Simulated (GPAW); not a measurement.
Worked example: self-consistent single point of TiZn (P4mm, 2 atoms in the cell) in GPAW.

Computed with PBEsol, LCAO dzp, GPAW PAW datasets PBEsol (made by gpaw-setup) (GPAW).

```xyz
2
Lattice="3.1331 0.0000 0.0000 0.0000 3.1331 0.0000 0.0000 0.0000 3.1331" Properties=species:S:1:pos:R:3 pbc="T T T"
Ti     1.5666     1.5666     1.6166
Zn     0.0000     0.0000     0.0000
```

Reference input (self-consistent single point, DFT PBEsol, LCAO dzp, GPAW PAW datasets PBEsol (made by gpaw-setup)): mode = lcao; h = 0.18 Å; basis = dzp; xc = PBEsol; kpts = 5 5 5; mesh shift (steps) = 0 0 0; occupations.name = methfessel-paxton; occupations.width = 0.1 eV; occupations.order = 0; convergence.density = 1e-05 e/electron; symmetry.symmorphic = false; symmetry.tolerance = 0.0005. This run's input differs from it in these lines:

```diff
@@ -17,3 +17,3 @@
             occupations={'name': 'methfessel-paxton', 'width': 0.1, 'order': 0},
-            convergence={'density': 1e-05},
+            convergence={'energy': 4e-14, 'density': 1e-08, 'eigenstates': 4e-18},
             symmetry={'symmorphic': False, 'tolerance': 0.0005},
```

Output (repeated stretches shortened):

```
     iter     time        total  log10-change:
                         energy   eigst   dens
iter:   1 --:--:--    -9.656154        c
iter:   2 --:--:--    -9.453484        c -1.30
iter:   3 --:--:--    -8.954161        c -1.35
iter:   4 --:--:--    -8.946674        c -1.81
iter:   5 --:--:--    -8.920857        c -1.96
iter:   6 --:--:--    -8.919002        c -2.85
   [... 55 lines left out ...]
iter:  62 --:--:--    -8.911867        c -7.52
iter:  63 --:--:--    -8.911867        c -7.56
iter:  64 --:--:--    -8.911867        c -7.78
iter:  65 --:--:--    -8.911867        c -7.83
iter:  66 --:--:--    -8.911867        c -8.61c
   [... lines left out ...]
iter: 120 --:--:--    -8.911867        c -13.15c

Did not converge!

Here are some tips:

1) Make sure the geometry and spin-state is physically sound.
2) Use less aggressive density mixing.
3) Solve the eigenvalue problem more accurately at each scf-step.
4) Use a smoother distribution function for the occupation numbers.
5) Try adding more empty states.
6) Use enough k-points.
7) Don't let your structure optimization algorithm take too large steps.
8) Solve the Poisson equation more accurately.
9) Better initial guess for the wave functions.

See details here:

    https://gpaw.readthedocs.io/documentation/convergence.html
Traceback (most recent call last):
   [... frames left out ...]
gpaw.KohnShamConvergenceError: Did not converge!  See text output for help.
```

The run ended unconverged after 120 iterations. 

The starting cell comes from a database of computed structures (which also holds hypothetical and non-ambient phases and stackings), without a prior relaxation at this level. Its lattice was rescaled by up to half a per cent. One atom was moved a little off its site on purpose. Values carry the incompleteness of an atom-centred basis.

Cost on one core of a shared machine: roughly 30 min.
